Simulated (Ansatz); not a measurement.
## Response to strain in HgS

Start from HgS in the zinc blende structure (space group F-43m, No. 216; a = 5.9916 Å).

Strains are applied to the cell and any free atomic positions relax.

Computed with DFT with PBE, PAW potentials and a 420 eV plane-wave cutoff in Ansatz (a first-principles code), no SOC.

Candidates:
(a) isotropic strain −1.50 %
(b) isotropic strain +1.00 %
(c) isotropic strain +3.00 %
(d) isotropic strain +0.50 %

Notes on the quantities. energy relative to the base: free energy F.

Task: Order them by energy relative to the base, highest first.

Result: (c) isotropic strain +3.00 % (+30 meV/atom), (a) isotropic strain −1.50 % (+9.1 meV/atom), (b) isotropic strain +1.00 % (+3.7 meV/atom), (d) isotropic strain +0.50 % (+0.9 meV/atom)

The mesh was chosen for an insulator and is coarse for the gapless case. Whether these cells are dynamically stable was not tested. The final runs are not spin-polarised.
